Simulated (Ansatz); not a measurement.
**Hypothetical rock salt YSi under a change: 1 layer**

The parent structure is YSi in the rock salt structure (space group Fm-3m, No. 225; a = 5.8151 Å; a hypothetical phase, not in the database extracts checked). Axes: x, y, z lie along the cube axes.

It is then changed as follows: a free-standing slab of 1 layer (2 atoms, 2 a layer) is cut normal to the z axis, with 15 Å of vacuum and the in-plane cell held at bulk; forces were under the threshold from the start, so the atoms kept their bulk positions.

Level of theory: DFT with PBE, PAW potentials and a 420 eV plane-wave cutoff in Ansatz (a first-principles code), no SOC, earlier PAW set. Γ-centred 11×11×1 mesh, Fermi–Dirac width 0.05 eV, for the changed cell.

```csv
quantity,base,changed,shift
layer's space group (with vacuum),–,P4/mmm (No. 123),–
shortest interatomic distance,2.908 Å,2.908 Å,0.000 Å
band gap,zero,zero,–
```

Final structure:

```yaml
crystal:
  lattice:
    - [4.11193, 0.00000, 0.00000]
    - [0.00000, 4.11193, 0.00000]
    - [0.00000, 0.00000, 15.00000]
  atoms:
    - { symbol: Si, position: [0.25000, 0.75000, 0.50000] }
    - { symbol: Y, position: [0.75000, 0.25000, 0.50000] }
```

Cost of the whole job for the changed cell (relaxation, final SCF and bands): roughly 15 core-seconds.

Whether these cells are dynamically stable was not tested. The final runs are not spin-polarised. An odd electron count without spin: YSi. YSi has a high density of states at the Fermi level and may be magnetic at this level.
